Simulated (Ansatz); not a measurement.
Cubic perovskite KMgF₃ was calculated with r²SCAN0 in Ansatz (plane waves, PAW).

Settings: plane-wave cutoff 520 eV, 6×6×6 k mesh, Fermi–Dirac smearing 0.01 eV, scalar-relativistic PAW data made under PBE.

The cell has the measured lattice: a = b = c = 3.9897 Å, α = β = γ = 90.00°.

Problem. Give the computed band gap and smallest direct gap on the k points sampled.

Solution. 
* **band gap**: 10.91 eV (on the SCF k mesh) (indirect)
* **smallest direct gap on the k points sampled**: 11.21 eV

Measured, for comparison: band gap 12.4 eV (temperature not stated, no zero-point or thermal correction; as tabulated in Sahnoun et al. (2004), doi:10.1016/j.matchemphys.2004.11.019). Computed (rounded) less measured: band gap -1.49 eV.

Note: cell and atoms aren't relaxed at this level (pressure -1.9 GPa).

Ansatz is a program for electronic structure.
